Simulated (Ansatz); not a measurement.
The parent structure is Eu in the bcc (W type) structure (space group Im-3m, No. 229; ferromagnetic; relaxed with 0.1 eV smearing).

```yaml
crystal:
  lattice:
    - [-2.22519, 2.22519, 2.22519]
    - [2.22519, -2.22519, 2.22519]
    - [2.22519, 2.22519, -2.22519]
  atoms:
    - { symbol: Eu, position: [0.00000, 0.00000, 0.00000] }
```

All numbers come from Kohn–Sham DFT with the r2SCAN functional, run in Ansatz (an electronic-structure program) with PAW and 500 eV plane waves, no SOC.

Before the change:

* **Band gap**: zero
* **Pressure**: 0.0 GPa
* **Largest site moment**: 7.31 μB
* **Magnetic state**: ferromagnetic

It is then changed as follows: the cell is scaled by 0.9635 in all directions; the atoms relax in the strained cell.

### Question
Estimate the effect on the band gap, pressure, energy relative to the base, largest site moment and magnetic state.

### Answer
The band gap is still zero; the pressure goes from zero to 1.8 GPa; the energy rises by 25 meV/atom; the largest site moment is nearly the same (7.31 μB against 7.29 μB); the magnetic state is still ferromagnetic.

The magnetic state is the one reached from the starting moments; the real material's order can differ, and small cells can't hold many antiferromagnetic ones. The state of the 4f shell was not checked for lower solutions. No phonon test of stability was made.
